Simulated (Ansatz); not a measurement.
Lu under a change: uniaxial strain ε_zz = −2.50 %

The parent structure is Lu in the hcp (Mg type) structure (space group P6_3/mmc, No. 194; a = 3.443 Å, c = 5.367 Å; relaxed with 0.1 eV smearing). Axes: x lies along a and z along c of the hexagonal cell.

Now apply this change: the cell is compressed by 2.50 % along z with no lateral relaxation; the atoms relax in the strained cell.

Computed with Ansatz (an electronic-structure program) PBEsol, without spin-orbit coupling. Settings: 19×19×11 k-points, 0.1 eV Fermi–Dirac smearing.

```csv
quantity,base,changed,shift
volume per atom,27.55 Å³,26.86 Å³,-0.69 Å³
space group,P6_3/mmc (No. 194),P6_3/mmc (No. 194),–
shortest interatomic distance,3.340 Å,3.286 Å,-0.054 Å
energy relative to the base (free energy F),0 meV/atom,+5.6 meV/atom,+5.6 meV/atom
"pressure (mean of the normal stresses, compression positive)",0.0 GPa,1.3 GPa,+1.3 GPa
band gap,zero,zero,–
"stress (xx, yy, zz, yz, xz, xy; compression positive)",–,"(0.6, 0.6, 2.7, 0.0, 0.0, 0.0) GPa",–
```

No phonon test of stability was made.
